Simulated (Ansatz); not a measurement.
**ZnS (R3m, No. 160, 10 atoms in the cell; start COD 9013410; the formula has other measured phases)**

Computed with r²SCAN (PAW; Ansatz, a quantum-chemistry and plane-wave program).

Settings: plane-wave cutoff 560 eV, 10×10×10 k mesh, Fermi–Dirac smearing 0.01 eV, scalar-relativistic PAW data made under PBE.

Cell (relaxed at this level):

```xyz
10
Lattice="1.9039 1.0992 15.6055 -1.9039 1.0992 15.6055 0.0000 -2.1984 15.6055" Properties=species:S:1:pos:R:3 pbc="T T T"
Zn     0.0000     0.0000     0.0049
Zn     0.0000     0.0000    34.3343
Zn     0.0000     0.0000    21.8464
Zn     0.0000     0.0000    40.5755
Zn     0.0000     0.0000    28.0929
S      0.0000     0.0000     2.3428
S      0.0000     0.0000    36.6680
S      0.0000     0.0000    24.1847
S      0.0000     0.0000    42.9131
S      0.0000     0.0000    30.4305
```

```
Item                Result
--------  ----------------
band gap  2.76 eV (direct)
```

Note: the relaxation could not lower the start's symmetry, so a distorted cell can lie lower.

The computed numbers hold no vibrational or temperature effects.

Cost on a shared machine: roughly 11 core-minutes.
